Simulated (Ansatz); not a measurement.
Band structure of PbTe (Fm-3m, 2 atoms in the cell).

```yaml
crystal:
  lattice:
    - [0.00000, 3.18866, 3.18866]
    - [3.18866, 0.00000, 3.18866]
    - [3.18866, 3.18866, 0.00000]
  atoms:
    - { symbol: Te, position: [0.50000, 0.50000, 0.50000] }
    - { symbol: Pb, position: [0.00000, 0.00000, 0.00000] }
```

Method: PBE, PAW files (plane waves; Ansatz, a first-principles code).

Settings: kpoints.mp_grid.grid = 5 5 5; hamiltonian.xc = pbe; hamiltonian.pseudopotentials = {kind: paw} (an earlier, softer set of the program's PAW files); scf.occupations.method = fermi_dirac; scf.occupations.width = 0.01 eV; kpoints.band_path.npoints = 8.

The starting cell has typed, rounded lattice constants, without a prior relaxation at this level. Its lattice was rescaled by a random factor within 2.5 % of one. Spin-orbit coupling is off.

Q: Predict the gap along the standard path and the places of the band edges.

A: The gap along the path is 0.65 eV, direct at L to within 0.01 eV.

Levels in eV from the top of the valence band on the path, bands 12 to 18:
```tsv
point	12	13	14	15	16	17	18
Γ	-5.51	-1.52	-1.52	-1.52	4.11	4.11	4.11
X	-7.37	-4.83	-3.05	-3.05	3.11	5.61	5.61
W	-8.14	-4.08	-4.08	-0.43	1.62	5.21	5.21
K	-8.13	-4.43	-2.52	-2.25	3.59	3.82	5.08
L	-8.82	-1.03	-1.03	0.00	0.65	1.16	1.16
U	-8.13	-4.43	-2.52	-2.25	3.59	3.82	5.08
```

Keys are those of Ansatz 0.2.
